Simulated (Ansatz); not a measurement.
The parent structure is CaF₂ (space group Pmc2_1, No. 26; a cell from a computed database, its experimental status unchecked).

```
CaF2
1.0
    3.46959     0.00000     0.00000
    0.00000     4.10549     0.00000
    0.00000     0.00000     5.87573
Ca F
2 4
Cartesian
  0.00000   0.59154   4.12551
  0.00000   3.51395   1.18764
  1.73480   0.36328   5.75542
  1.73480   3.74222   2.81755
  0.00000   2.59659   5.00229
  0.00000   1.50891   2.06443
```

Level of theory: DFT with PBEsol, PAW potentials and a 420 eV plane-wave cutoff in Ansatz (a first-principles code), spin-orbit coupling left out, earlier PAW set.

Base values:

Band gap: 6.32 eV
Smallest direct gap: 6.73 eV
Gap character: indirect, S → Γ
Electron mass: 0.56 mₑ along a, 1.1 mₑ along b, 0.72 mₑ along c (at Γ)
Width of the top valence band: 0.66 eV

Perturbation: cell and atoms relaxed at a pressure of 10 GPa.

What happens to the band gap, smallest direct gap, gap character, electron mass and width of the top valence band?

The band gap increases by 0.12 eV, from 6.32 eV to 6.44 eV; the smallest direct gap rises by 0.077 eV, from 6.73 eV to 6.80 eV; the gap character stays indirect, S → Γ; the electron mass becomes 0.57 mₑ along a, 1.5 mₑ along b, 0.79 mₑ along c (at Γ) (base: 0.56 mₑ along a, 1.1 mₑ along b, 0.72 mₑ along c (at Γ)); the width of the top valence band grows by 0.15 eV, from 0.66 eV to 0.81 eV.

Load acts through the strain it causes; cell and atoms are relaxed under it. Masses are band curvatures over ±0.01 Å⁻¹ around the edge. Stability against distortions was not tested. No other phases were tried under pressure.
